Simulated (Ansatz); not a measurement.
The starting structures come from a database of crystals and need not be the phases stable at ambient conditions.

 Where the default PAW files enter, the runs use the earlier of Ansatz's two default sets.

Consider the following.

```xyz
4
Lattice="4.6758 0.0000 0.0000 2.2923 4.0753 0.0000 0.0000 0.0000 7.6369" Properties=species:S:1:pos:R:3 pbc="T T T"
Cd     1.0559     0.6175     0.0013
Cd     5.9122     3.4578     3.8197
Te     5.6986     3.3328     0.9533
Te     1.2695     0.7425     4.7718
```

Space group of this cell: Cmc2_1. The cell is taken as given; by r2SCAN its mean pressure is -1.2 GPa.

All values below come from r2SCAN (plane waves, PAW; Ansatz, a quantum-chemistry and plane-wave program).

The current runs along the normal of the first two printed vectors; no spin-orbit coupling. Scaled by the factor s: all lengths (ions clamped). Meshes 8×8×4 and 8×8 across the current in all rows.

| s | mean pressure (GPa) | slowest mid-gap decay constant κ (1/Å) |
|---|---|---|
| 0.98 | 1.2 | ? |
| 1.00 | -1.2 | 0.076 |
| 1.02 | -3.0 | 0.066 |

Q: Take the slope of the slowest mid-gap decay constant κ against ln s from the two given rows, extrapolate to s = 0.98, and say what the run there gives.

A: Slope = (0.066 − 0.076) / ln 1.02 = -0.505 1/Å. The line gives 0.076 + (-0.505) × ln 0.98 = 0.086 1/Å. The run gives 0.086 1/Å, as the line does.
